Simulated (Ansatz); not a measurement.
Ansatz (an electronic-structure program) run on SrAl2 (Imm2, 6 atoms in the cell): relaxation of the atoms.

Method: LDA (PW92), default PAW files made with PBE (plane waves; Ansatz).

The change in words: one atom moved by 0.15 angstrom; relax: default → atoms; relax.f_tol: default → 0.2 eV/Å. Reference geometry:
```yaml
crystal:
  lattice:
    - [-2.39199, 3.94112, 3.93289]
    - [2.39199, -3.94112, 3.93289]
    - [2.39199, 3.94112, -3.93289]
  atoms:
    - { symbol: Sr, position: [0.30033, 0.55033, 0.75000] }
    - { symbol: Sr, position: [0.69967, 0.44967, 0.25000] }
    - { symbol: Al, position: [0.27083, 0.83937, 0.43146] }
    - { symbol: Al, position: [0.72917, 0.16063, 0.56854] }
    - { symbol: Al, position: [0.90791, 0.83937, 0.06854] }
    - { symbol: Al, position: [0.09209, 0.16063, 0.93146] }
```

Reference input (self-consistent single point, DFT, LDA (PW92), plane waves, default PAW files made with PBE): basis.ecutwfc = 30.9 Ry; kpoints.mp_grid.grid = 8 8 8; hamiltonian.xc = lda; hamiltonian.pseudopotentials = {kind: paw} (the program's default PAW files); scf.occupations.method = gaussian; scf.occupations.width = 0.0073 Ry. This run's input differs from it in these lines:

```diff
@@ -6,3 +6,3 @@
   atoms:
-    - { symbol: Sr, position: [0.300330, 0.550330, 0.750000] }
+    - { symbol: Sr, position: [0.319400, 0.569400, 0.750000] }
     - { symbol: Sr, position: [0.699670, 0.449670, 0.250000] }
@@ -25,2 +25,4 @@
     width: 0.0073 Ry
+relax:
+  f_tol: 0.2
 output:
```

Output (repeated stretches shortened):

```
   [... SCF lines of the steps left out ...]
relax step   1: F+E_penalty+E_count = -8941.86576240 eV  Δ(F+E_penalty+E_count) = +0.000e0 eV  max|allowed force component| = 5.206e-1 eV/Å  Δτ_max = 0.0000 Å  (6 SCF iters, dr2 threshold 1.00e-4 eV, accepted)
relax step   2: F+E_penalty+E_count = -8941.90779279 eV  Δ(F+E_penalty+E_count) = -4.203e-2 eV  max|allowed force component| = 8.888e-2 eV/Å  Δτ_max = 0.1376 Å  (7 SCF iters, accepted)
the relaxation is at rest under the 4 symmetry operations that the run kept from its start: a minimum is not shown …
Free energy (F): -8941.907793 eV
Internal energy: -8941.899090 eV  (E = F + TS)
E sigma→0 (E₀):  -8941.903441 eV
Entropy (-TS):   -0.008703 eV (-1.451 meV/atom)
Fermi energy:    7.039465 eV
--- Forces (eV/Å), atoms counted from 1 ---
  atom   1  Sr    -0.00000000     0.00000000     0.03186692
  atom   2  Sr     0.00000000     0.00000000    -0.01882454
  atom   3  Al     0.00000000     0.08888198    -0.00329253
  atom   4  Al    -0.00000000    -0.02638179    -0.00322371
  atom   5  Al    -0.00000000    -0.08888198    -0.00329253
  atom   6  Al    -0.00000000     0.02638179    -0.00322371
   [... lines left out ...]
    - { symbol: Al, position: [0.2721923406005061, 0.8423605692005343, 0.429831771399972] }
    - { symbol: Al, position: [0.7323874452263134, 0.16396002227534665, 0.5684274229509667] }
    - { symbol: Al, position: [0.9125287978005624, 0.8423605692005343, 0.07016822860002817] }
    - { symbol: Al, position: [0.09553259932437991, 0.16396002227534656, 0.9315725770490333] }
```

The run converged.  The full log also holds: “iter 4 did not close the SCF: its close was put off for the readings that it lacked (scf_convergence_deferred on its scf_iter line)”. The full log also holds: “iter 5 did not close the SCF: its close was put off for the readings that it lacked (scf_convergence_deferred on its scf_iter line)”.

Summary of the result:
- Free energy E − TS (on the zero of these files): -8941.9078 eV
- Fermi level (on the code's own zero): 7.04 eV
- Pressure: -2.11 GPa
- Largest force (vector length): 0.089 eV/Å
- Relaxation steps: 2

The starting cell comes from a database of computed structures (which also holds hypothetical and non-ambient phases and stackings), without a prior relaxation at this level. Its lattice was rescaled by up to half a per cent. For this run, on top of that: one atom moved by 0.15 angstrom. The relaxation keeps the symmetry of its start, so its end need not be a minimum. Ansatz's pressure includes its estimate of the finite-basis (Pulay) stress.

Cost on one core of a shared machine: roughly 50 s.

Keys are those of Ansatz 0.2.
